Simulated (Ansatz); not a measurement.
BP under load (space group I-4m2), Ansatz (a first-principles code) with r2SCAN with spin-orbit coupling, rigid bands. Condition of this run: biaxial stress in (001) of 8 GPa (compression positive) (the target of the relaxation). Band gap 1.11 eV, N_c = 2.75e19 cm⁻³ and N_v = 1.14e19 cm⁻³ at 300 K, conductivity masses along y (a = (0.00, 2.22, 2.28) Å; b = (2.22, 0.00, 2.28) Å; c = (2.22, 2.22, 0.00) Å) of 0.396 mₑ (electrons) and 0.377 mₑ (holes). Take k_BT = 0.02585 eV.

Q: A film of it is 3 nm thick, with its normal along the direction named. Estimate the confinement energies in an infinite well.

A: ħ²π²/(2m t²) = 0.376 eV·nm²/(m/mₑ × t²) gives 106 meV for electrons and 111 meV for holes, so the gap would widen to about 1.33 eV. Finite barriers and nonparabolic bands lower this, and with several valleys or bands the heaviest mass along the normal sets the lowest level, not this average.

Q: Find the intrinsic carrier density and the intrinsic Fermi level.

A: n_i = √(N_c N_v) exp(−E_g/2k_BT) = 1.77e19 × exp(−21.47) = 8.4e9 cm⁻³. The level lies (k_BT/2) ln(N_v/N_c) = -11 meV from mid-gap (positive towards the conduction band). Each 0.1 eV added to the gap lowers n_i by a factor of 6.9.

Q: What built-in voltage has an abrupt junction with N_A = 1e16 and N_D = 1e17 cm⁻³, all dopants ionised?

A: V_bi = E_g/e − (k_BT/e) ln(N_c N_v/(N_A N_D)) = 1.11 − 0.02585 × 12.66 = 0.78 V, for the computed gap.

Rigid bands with the computed gap; masses take one relaxation time for all states. Geometry: cell and atoms relaxed with PBEsol.
